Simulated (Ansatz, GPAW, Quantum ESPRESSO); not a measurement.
**BaNiS2 (P4/nmm, 8 atoms in the cell) computed with different codes at matched settings**

Self-consistent single point.

```yaml
crystal:
  lattice:
    - [4.32851, 0.00000, 0.00000]
    - [0.00000, 4.32851, 0.00000]
    - [0.00000, 0.00000, 8.78504]
  atoms:
    - { symbol: Ba, position: [0.00000, 0.50000, 0.19784] }
    - { symbol: Ba, position: [0.50000, 0.00000, 0.80216] }
    - { symbol: Ni, position: [0.50000, 0.00000, 0.41493] }
    - { symbol: Ni, position: [0.00000, 0.50000, 0.58507] }
    - { symbol: S, position: [0.50000, 0.50000, 0.50000] }
    - { symbol: S, position: [0.00000, 0.00000, 0.50000] }
    - { symbol: S, position: [0.50000, 0.00000, 0.15764] }
    - { symbol: S, position: [0.00000, 0.50000, 0.84236] }
```

All programs got the same cell, k-point mesh and kind of occupations (in Ansatz's words: kpoints.mp_grid.grid = 6 6 3; scf.occupations.method = fermi_dirac; scf.occupations.width = 0.05 eV); potentials, basis and cutoffs are each program's usual ones.

```csv
code,model,pressure (GPa),largest force (eV/Å),cutoff
GPAW,"LDA (Perdew-Wang 92), GPAW PAW datasets LDA (gpaw-data 1.0.1)",-1.16,0.096,800 eV
Ansatz,"LDA (PW92), PAW files made with PBE",-2.02,0.109,420 eV
Quantum ESPRESSO,"LDA (PZ), PSlibrary ultrasoft (LDA) pseudopotentials",-1.62,0.098,50 Ry
```

Size of the force on each atom (eV/Å): Sizes of forces hide their directions.

```
code                Ba1    Ba2    Ni3    Ni4     S5     S6     S7     S8
----------------  -----  -----  -----  -----  -----  -----  -----  -----
GPAW              0.096  0.096  0.089  0.089  0.000  0.000  0.035  0.035
Ansatz            0.109  0.109  0.099  0.099  0.000  0.000  0.001  0.001
Quantum ESPRESSO  0.098  0.098  0.082  0.082  0.000  0.000  0.025  0.025
```

The spread over the programs that give each value: pressure within 0.86 GPa; largest force within 0.013 eV/Å.

The starting cell comes from a database of computed structures (which also holds hypothetical and non-ambient phases and stackings), without a prior relaxation at this level. Its lattice was rescaled by a random factor within 2.5 % of one. On Ansatz's run: Spin polarisation is off, so a magnetic state, if there is one, cannot be reached.

Problem. Why do the programs differ, and what cannot be compared?

Solution. Differences of this kind can come from the potentials, where these differ, and from what each basis and cutoff leave unconverged. The valence holds different numbers of electrons (GPAW 76, Ansatz (a quantum-chemistry and plane-wave program) 80, Quantum ESPRESSO 64). The zero of total energies and Fermi levels follows the potentials and each program's conventions, so they are not compared here. Ansatz's pressure is given at a fixed set of plane waves, as the other plane-wave codes print theirs; with its correction for the finite basis it is -1.97 GPa. The same LDA comes in different parametrisations, which differ slightly.

Left out of this page: ABINIT (with a known weakness of the program).

Keys are those of Ansatz 0.2.
